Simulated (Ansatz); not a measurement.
An ideal cubic perovskite cell is held by its symmetry; such compounds can tilt or shift off centre at room temperature. Cells marked so need not be the phases stable at ambient conditions, and some may be hypothetical.

 Where the default PAW files enter, the runs use the earlier of Ansatz's two default sets.

The gap is the functional's own. No spin-orbit coupling. Mid-gap values are interpolated on the energy grid.

A. LiH (Fm-3m, rock salt, 2 atoms a cell, 7.3 Å³ an atom, 4 GPa at this level), along the normal of (111)
B. MgH$_{2}$ (P4_2/mnm, rutile, 6 atoms a cell, 10.0 Å³ an atom), along the normal of (100)
C. CsGeBr3 (Pm-3m, cubic perovskite, not sure to be the ambient phase, 5 atoms a cell, 33.9 Å³ an atom), along the normal of (110)
D. N$_{2}$ (P6_3/mmc, not sure to be the ambient phase, 4 atoms a cell, 23.4 Å³ an atom), along the normal of (100)

Question: Put the candidates in order of mid-gap decay constant of the slowest evanescent state, lowest first, for r2SCAN in Ansatz (a first-principles code).

Answer: C (0.05 1/Å), A (0.28 1/Å), B (0.35 1/Å), D (0.94 1/Å)
